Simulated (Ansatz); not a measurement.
# Defect calculation: Ga on the B site (Ga_B) in zinc-blende BAs

Computed with PBE, PAW (plane waves to 420 eV; Ansatz, a quantum-chemistry and plane-wave program). Set-up: 64-site cell; 2×2×2 shifted k-points; start: the B site; finite-size errors of tenths of an eV.

Neighbours after relaxation, in Å: of the Ga atom: As 2.31, As 2.31, As 2.31, As 2.31.

```tsv
charge	moment (μB)	largest move off a lattice site (Å)
0	not spin-polarised	0.22
```
